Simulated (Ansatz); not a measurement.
A periodic model of amorphous In9Ga9Zn9O35F:

```
Ga9In9Zn9FO35
1.0
    9.92368    -0.05145    -0.43998
   -0.05145     9.16489     0.22366
   -0.43998     0.22366     8.77134
In Ga Zn O F
9 9 9 35 1
Cartesian
  0.61744   8.06910   6.98685
  6.91145   7.61875   1.20984
  1.57245   1.83202   0.20544
  8.80145   1.75684   5.64797
  8.34042   2.17414   0.46367
  0.21841   4.68239   6.95897
  6.04745   0.35824   7.13320
  2.82020   1.28286   5.97692
  6.27161   0.63298   3.81340
  0.41947   0.89077   3.60492
  3.29249   8.55340   8.72654
  4.87833   2.39271   0.64145
  3.53369   2.59502   3.25974
  3.24312   8.35368   3.19211
  3.30236   4.20334   6.91889
  2.55207   5.40349   4.25274
  5.70380   5.20702   8.45939
  0.11823   3.80362   3.62820
  5.33153   6.23417   3.31338
  2.83955   5.34782   1.13124
  7.34691   6.53744   5.95140
 -0.19932   6.96455   3.97592
  9.25174   5.46046   0.50531
  6.88853   4.05662   2.68049
  0.45100   8.34405   1.47676
  5.81314   3.72733   5.45996
  4.40936   7.16856   6.22622
  3.69980   6.88535   4.31671
  4.94520   5.24025   6.67255
  8.47177   0.95623   3.63702
  0.12408   1.17271   1.65912
  2.09433   5.36769   6.05898
  5.59642   2.46459   2.61500
  6.62274   5.14997   4.37617
  1.27384   8.41170   3.40755
  6.60498   1.88021   5.67082
  0.66493   5.70427   8.79479
  6.22833   5.58438   1.52285
  4.10424   1.16297   7.99181
  8.95218   7.11273   1.67581
  5.01977   7.71989   8.32710
  7.34151   0.37073   0.22676
  3.80485   0.71959   4.00392
  2.80433   8.26465   6.85741
  1.89886   2.90254   7.20542
  1.47784   2.51171   3.66261
  7.42218   5.87898   7.86240
  3.88604   3.07661   5.32347
  9.23212   3.69097   4.86132
  8.73431   3.84147   1.81598
  6.12912   8.16531   5.70515
  0.91511   5.46093   3.37502
  4.13150   4.19107   0.03642
  3.48595   4.50540   2.90308
  6.50115   3.08338  -0.09350
  0.76829   0.70882   5.58907
  9.34892   6.65388   5.47457
  1.18996   9.08744   8.78035
  5.66708   8.19994   2.81228
  3.25155   1.85184   1.48374
  3.28519   7.38665   1.53373
  9.20794   2.81100   7.56401
  8.53981   9.04647   7.04771
```

Calculation: PBE, scalar-relativistic without spin-orbit coupling (plane waves to 420 eV, PAW; Ansatz, a program for electronic structure). Neutral PBE cell, which sets geometry, pressure and energy: sampling: a 2×2×2 Γ-centred mesh; Fermi-Dirac width 0.02 eV; collinear spin, started from a total moment of 1 μB. The usual formal charges leave 1 electrons over, so the level spacing at the Fermi energy parts defect or band states and needn't be the band gap.

Preparation: random packing, a CHGNet melt and quench, and a DFT relaxation. O and F atoms were pushed apart under 1.9 Å during the dynamics, to hinder bonds among them. The hot cell started wider than the set density and was brought back towards it in steps. It is the lowest in DFT energy of 2 quenches. It is a model cell: composition and starting density were chosen by hand, and all elements were melted together. No dispersion term was used. Its density started from a set value of 5.90 and ended at 5.90 g/cm³. The quench (nominally 320 K/ps over its main leg) was far faster than any real one, so the model tends to hold more defects than a real film. Values belong to this one cell and scatter from quench to quench. The volume was held where the preparation left it and the shape relaxed.

Give the pressure and the spacing of the highest filled and lowest empty levels.


```yaml
Pressure on a 2×2×2 Γ-centred mesh: -0.40 GPa
Largest force and stress component on that mesh (the relaxation ran on the zone centre alone): 0.10 eV/Å and 0.5 GPa
Level spacing at the Fermi energy on a 2×2×2 Γ-centred mesh (PBE): within the smearing (under twice its width)
net_moment: 0.00 μB
```

The spare electrons fill defect levels or the bottom of the conduction band, and the levels at the Fermi energy are partly filled.

Cut-offs for bonds: In-In 3.12 Å, In-Ga 2.90 Å, In-Zn 2.90 Å, In-O 2.64 Å, In-F 2.39 Å, Ga-Ga 2.68 Å, Ga-Zn 2.68 Å, Ga-O 2.32 Å, Ga-F 2.15 Å, Zn-Zn 2.68 Å, Zn-O 2.38 Å, Zn-F 2.15 Å, O-O 1.58 Å, O-F 1.48 Å, F-F 1.37 Å. Two cations that share two anions don't count as bonded, nor two that share one unless they lie closer than In-In 3.04 Å, In-Ga 2.82 Å, In-Zn 2.82 Å, Ga-Ga 2.61 Å, Ga-Zn 2.61 Å, Zn-Zn 2.61 Å.
